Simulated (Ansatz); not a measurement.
**A constructed model of the (111)B surface of zinc-blende BN, N-terminated, B trimer, 2x2 (bottom of the slab: 3 H on 4 bottom sites)**

These are PBE (plane waves to 420 eV, PAW; Ansatz, a first-principles code) values and carry that method's errors.

Model: 46-atom slab, 11.6 Å thick at the start with caps and adatoms (thin: gaps and levels are the slab's own), 5x5x1 mesh, Fermi-Dirac 0.025 eV, dipole correction, 8 atoms held, the rest relaxed; start symmetry kept, larger cells not searched; no spin (no spin-polarised run to compare, though such a face may carry moments), no spin-orbit, no U. The slab shows no gap over 0.04 eV on its mesh. It is one candidate, not shown to be the stable structure of the face.

| Property | Result |
|---|---|
| work function of the top face | 5.86 eV |
| energy released by relaxation | 1.65 eV |
| cost | very roughly 8 core-minutes |
